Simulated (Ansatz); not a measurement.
Start from CdS in the zinc blende structure (space group F-43m, No. 216; a = 5.757 Å). Axes: x, y, z lie along the cube axes.

Method: LDA, PAW, 420 eV (Ansatz, an electronic-structure program; no spin-orbit coupling).

Strains are applied to the cell and any free atomic positions relax.

One change was made to it. Results:

The valence-band top at Γ (three highest levels, from the VBM) becomes 0.00, -0.09, -0.16 eV (base: 0.00, 0.00, 0.00 eV); the energy rises by 3.3 meV/atom; the band gap falls by 0.093 eV to 0.85 eV.

Problem. Name the change that was made.
A) tensor shear ε_xy = +0.86 %
B) tensor shear ε_xy = +2.00 %
C) tensor shear ε_xy = +0.57 %

Solution. B, tensor shear ε_xy = +2.00 %. For comparison, the band gap in the other runs: tensor shear ε_xy = +0.57 % gives 0.92 eV; tensor shear ε_xy = +0.86 % gives 0.91 eV.

Stability against distortions was not tested.
